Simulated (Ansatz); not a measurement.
Start from ZrN in the rock salt structure (space group Fm-3m, No. 225; a = 4.5947 Å).

Method: PBE, PAW, 420 eV (Ansatz, a quantum-chemistry and plane-wave program; no SOC).

One change was made to it. Results:

```json
[
 {"quantity": "density", "base": "7.21 g/cm³", "after": "7.60 g/cm³"},
 {"quantity": "shortest interatomic distance", "base": "2.297 Å", "after": "2.257 Å"}
]
```

Question: Name the change that was made.
A) pressure 15 GPa
B) pressure 2.1 GPa
C) pressure 30 GPa

Answer: A, pressure 15 GPa. For comparison, the density in the other runs: pressure 2.1 GPa gives 7.27 g/cm³; pressure 30 GPa gives 7.94 g/cm³.

Load acts through the strain it causes; cell and atoms are relaxed under it. Whether these cells are dynamically stable was not tested. Competing high-pressure phases were not computed. All final runs are without spin polarisation. An odd electron count without spin: ZrN.
